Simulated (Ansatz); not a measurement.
## Response to strain in Hf

Take Hf in the hcp (Mg type) structure (space group P6_3/mmc, No. 194; a = 3.158 Å, c = 5.004 Å; relaxed with 0.1 eV smearing) as the base. Axes: x lies along a and z along c of the hexagonal cell.

Strains are applied to the cell and any free atomic positions relax; under biaxial strain the out-of-plane vector relaxes too.

Levels (all Ansatz, a first-principles code, PAW): PBEsol (420 eV, no spin-orbit coupling); r2SCAN (500 eV, scalar-relativistic without spin-orbit coupling).

Pressures by level, all at the geometries relaxed with PBEsol:

```csv
case,PBEsol,r2SCAN
base,0.0 GPa,4.0 GPa
"biaxial strain −4.90 %, plane normal [001], relaxed out of plane",7.3 GPa,11.9 GPa
"biaxial strain +4.80 %, plane normal [001], relaxed out of plane",-5.7 GPa,-2.5 GPa
isotropic strain +4.62 %,-12.1 GPa,-9.5 GPa
tensor shear ε_xz = +0.32 %,0.0 GPa,4.0 GPa
"strain tensor (xx, yy, zz, yz, xz, xy) = (+1.24, +2.18, −0.59, −0.90, −0.63, +0.38) %",-2.9 GPa,0.7 GPa
```

Single points use the geometry relaxed with PBEsol. Their cutoffs differ, which shifts pressures a little. Whether these cells are dynamically stable was not tested. The final runs are not spin-polarised.
